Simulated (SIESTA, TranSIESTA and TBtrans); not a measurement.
Run with TranSIESTA and TBtrans (open boundaries, self-consistent; PseudoDojo norm-conserving potentials, scalar-relativistic): Spin polarized, PAO.BasisSize DZP, PAO.EnergyShift 0.15 eV, XC.Authors PBE, Mesh.Cutoff 200 Ry, ElectronicTemperature 300 K, TS.Voltage 0.0 eV, TBT.Elecs.Eta 0.001 eV.

Device: Ru chain with one C atom inserted. Leads: straight Ru chain, spacing 2.25 Å. Geometry: 3 atoms about the centre moved by SIESTA (PBE, DZP) to a largest force of 0.02 eV/Å, all others as built, motion along the axis alone.

**Question.** Give the largest eigenchannel transmissions at the Fermi level (four at most) and the total.

**Answer.** Up: 0.99, 0.91, 0.91, 0.0054 (total 2.82); down: 1.00, 1.00, 0.98, 0.017 (total 3.01). The magnetic order of the leads was set by the start, and no other order was tried; the separate lead runs end at 1.33 (left) and 1.33 (right) μB an atom. The straight chain is held at its spacing; free chains may zigzag or dimerise.
